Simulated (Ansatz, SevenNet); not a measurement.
**Ladder of methods for the lattice parameter a of fluorite NiSi2**

Reference value: 5.406 Å (measured, temperature not stated, no zero-point or thermal correction; as tabulated in Wikipedia's data pages).

| level (code) | value (Å) | difference (%) |
|---|---|---|
| SevenNet-l3i5 | 5.435 | +0.54 |
| LDA (Ansatz) | 5.351 | -1.02 |
| PBE (Ansatz) | 5.445 | +0.72 |
| rVV10 (Ansatz) | 5.475 | +1.28 |
| PBE0 (Ansatz) | 5.378 | -0.52 |

The reference's temperature isn't stated, so close values are not ranked against it. Off by more than 1.25 %, or 1.75 % on the side where a correction would as a rule narrow the miss (bounds picked here): rVV10 (+1.28 %).

The measured value isn't corrected to a static lattice, so vibrations enter the comparison. A static lattice is as a rule a little smaller than the measured one. The crystal itself was run without spin with LDA, PBE, rVV10, PBE0; a magnetic state was not tried in these runs. PBE0: the run has no spin polarisation, so it can have missed a magnetic state. Cutoffs and k meshes differ between the levels. Ansatz's density-functional and Hartree–Fock values are scalar-relativistic unless marked +SOC, with PAW data made under PBE.

Machine-learned potentials (SevenNet-l3i5) are trained on DFT data: a solid inside that data is no test of them.

Differences are worked out from the printed values.

Ansatz is a first-principles code.
